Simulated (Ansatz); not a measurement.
**BN, response to strain**

Base system: BN in the h-BN type structure (space group P6_3/mmc, No. 194; a = 2.500 Å, c = 6.525 Å; layered, stacked along the Cartesian z axis). Axes: x lies along a and z along c of the hexagonal cell.

Strains are applied to the cell and any free atomic positions relax.

Calculations: r2SCAN+rVV10, PAW, 500 eV (Ansatz, a program for electronic structure; no SOC), earlier PAW set.

Candidates:
(a) isotropic strain +3.98 %
(b) isotropic strain +5.63 %
(c) uniaxial strain ε_xx = +2.85 %
(d) uniaxial strain ε_xx = −0.92 %

Notes on the quantities. energy relative to the base: free energy F.

Order them by energy relative to the base, lowest first.

(d) uniaxial strain ε_xx = −0.92 % (+2.2 meV/atom), (c) uniaxial strain ε_xx = +2.85 % (+20 meV/atom), (a) isotropic strain +3.98 % (+91 meV/atom), (b) isotropic strain +5.63 % (+174 meV/atom)

No phonon test of stability was made.
